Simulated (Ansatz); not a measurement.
System: TiAl3 (I4/mmm, No. 139). Method: BLYP (Ansatz, a quantum-chemistry and plane-wave program, plane waves, PAW).

Settings: plane-wave cutoff 520 eV, 20×20×20 k mesh, Fermi–Dirac smearing 0.05 eV, no spin polarisation, scalar-relativistic PAW data made under PBE.

Response to compression and expansion:

Shape and atoms are relaxed at each volume.

| V (Å³/atom) | P (GPa) | c (Å) | a (Å) |
|---|---|---|---|
| 15.780 | 4.11 | 8.611 | 3.829 |
| 16.109 | 1.94 | 8.676 | 3.854 |
| 16.437 | 0.00 | 8.740 | 3.879 |
| 16.766 | -1.75 | 8.804 | 3.903 |
| 17.095 | -3.32 | 8.868 | 3.927 |

Note: the bulk modulus comes from volumes at which shape and atoms were relaxed.
